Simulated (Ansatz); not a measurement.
BiVO4 (I4₁/amd, No. 141, 12 atoms in the cell; start mp-545850; a measured phase of this formula has another space group) was calculated with LDA in Ansatz (plane waves, PAW).

Run with plane-wave cutoff 520 eV, 8×8×8 k mesh, Fermi–Dirac smearing 0.01 eV, no spin polarisation, scalar-relativistic PAW data made under PBE.

Cell (relaxed at this level):

```xyz
12
Lattice="-3.6106 3.6106 3.1808 3.6106 -3.6106 3.1808 3.6106 3.6106 -3.1808" Properties=species:S:1:pos:R:3 pbc="T T T"
V      3.6106     0.0000     1.5904
V      0.0000     0.0000     3.1808
Bi     0.0000     0.0000     0.0000
Bi     0.0000     3.6106     1.5904
O      2.2987     3.6106     1.0837
O      3.6106    -1.3119     2.6741
O      1.3119     0.0000     4.2645
O      3.6106     1.3119     2.6741
O      2.2987     0.0000     0.5067
O      0.0000     1.3119     2.0971
O      4.9225     0.0000     0.5067
O      3.6106     2.2987    -1.0837
```

What does this level give for the band gap and Γ–Γ gap?


- band gap = 2.44 eV
- Γ–Γ gap = 3.54 eV

Spin–orbit coupling is not included; with these elements it can move the gap by several tenths of an eV or more.

Computed values are for the static lattice.

A start named mp-… is a Materials Project structure, which need not be a measured phase.

Ansatz is a quantum-chemistry and plane-wave program.
